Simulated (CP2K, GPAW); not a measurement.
A CP2K input for a self-consistent single point of InSe (P6_3/mmc, 8 atoms in the cell) (DFT PBE, GPW, DZVP-MOLOPT-PBE-GTH basis, GTH-PBE potentials (POTENTIAL_UZH)):

```
&GLOBAL
  PROJECT inse
  RUN_TYPE ENERGY_FORCE
  PRINT_LEVEL LOW
&END GLOBAL
&FORCE_EVAL
  METHOD Quickstep
  STRESS_TENSOR ANALYTICAL
  &DFT
    BASIS_SET_FILE_NAME BASIS_MOLOPT_UZH
    POTENTIAL_FILE_NAME POTENTIAL_UZH
    &QS
      METHOD GPW
      EPS_DEFAULT 1E-11
    &END QS
    &MGRID
      CUTOFF 500
      REL_CUTOFF 40
      NGRIDS 5
    &END MGRID
    &SCF
      SCF_GUESS ATOMIC
      EPS_SCF 1E-7
      MAX_SCF 100
      ADDED_MOS 13
      &DIAGONALIZATION
        ALGORITHM STANDARD
      &END DIAGONALIZATION
      &MIXING
        METHOD BROYDEN_MIXING
        ALPHA 0.3
        NBUFFER 12
        BETA 1
      &END MIXING
      &SMEAR ON
        METHOD FERMI_DIRAC
        ELECTRONIC_TEMPERATURE [K] 580.23
      &END SMEAR
    &END SCF
    &KPOINTS
      SCHEME MONKHORST-PACK 5 5 1
    &END KPOINTS
    &XC
      &XC_FUNCTIONAL PBE
      &END XC_FUNCTIONAL
    &END XC
    &PRINT
      &MO
        EIGENVALUES T
        OCCUPATION_NUMBERS T
        NDIGITS 8
        FILENAME mo
        &EACH
          QS_SCF 0
        &END EACH
        ADD_LAST NUMERIC
      &END MO
      &MULLIKEN OFF
      &END MULLIKEN
    &END PRINT
  &END DFT
  &SUBSYS
    &CELL
      ABC 4.01343800 4.01343777 17.30644100
      ALPHA_BETA_GAMMA 90.00000000 90.00000000 120.00000189
      PERIODIC XYZ
    &END CELL
    &COORD
      SCALED
      In       0.33333300     0.66666700     0.33030000
      In       0.66666700     0.33333300     0.66970000
      In       0.66666700     0.33333300     0.83030000
      In       0.33333300     0.66666700     0.16970000
      Se       0.33333300     0.66666700     0.59732000
      Se       0.66666700     0.33333300     0.40268000
      Se       0.66666700     0.33333300     0.09732000
      Se       0.33333300     0.66666700     0.90268000
    &END COORD
    &KIND In
      BASIS_SET DZVP-MOLOPT-PBE-GTH-q13
      POTENTIAL GTH-PBE-q13
    &END KIND
    &KIND Se
      BASIS_SET DZVP-MOLOPT-PBE-GTH-q6
      POTENTIAL GTH-PBE-q6
    &END KIND
  &END SUBSYS
  &PRINT
    &FORCES ON
    &END FORCES
    &STRESS_TENSOR ON
    &END STRESS_TENSOR
  &END PRINT
&END FORCE_EVAL
```

Question: Write the same calculation as an input for GPAW.

Answer: One input that does it (others would too):

```python
from ase import Atoms
from ase.units import GPa
from gpaw import GPAW, PW, FermiDirac

atoms = Atoms(['In', 'In', 'In', 'In', 'Se', 'Se', 'Se', 'Se'],
              cell=[[4.013438, 0.000000, 0.000000],
                    [-2.006719, 3.475739, 0.000000],
                    [0.000000, 0.000000, 17.306441]],
              positions=[[-0.000002, 2.317160, 5.716317],
                         [2.006721, 1.158579, 11.590124],
                         [2.006721, 1.158579, 14.369538],
                         [-0.000002, 2.317160, 2.936903],
                         [-0.000002, 2.317160, 10.337483],
                         [2.006721, 1.158579, 6.968958],
                         [2.006721, 1.158579, 1.684263],
                         [-0.000002, 2.317160, 15.622178]],
              pbc=True)

calc = GPAW(mode=PW(600),
            xc='PBE',
            kpts=(5, 5, 1),
            occupations=FermiDirac(0.05),
            nbands=-4,
            convergence={'forces': 0.001, 'bands': -2},
            symmetry={'symmorphic': False, 'tolerance': 0.0005},
            maxiter=150,
            txt='-')

atoms.calc = calc

energy = atoms.get_potential_energy()
print('Energy (eV):', round(energy, 6))
forces = atoms.get_forces()
print('Forces (eV/Ang):')
print(forces.round(5))
stress = atoms.get_stress()
print('Stress (GPa, Voigt):', (stress / GPa).round(4))
```

Basis, cutoffs, solver keys and any potentials are the target program's own. This input uses DFT PBE, plane waves, GPAW PAW datasets PBE (gpaw-data 1.0.1).

The starting cell comes from a database of computed structures (which also holds hypothetical and non-ambient phases and stackings), without a prior relaxation at this level. Its lattice was rescaled by a random factor within 2.5 % of one.
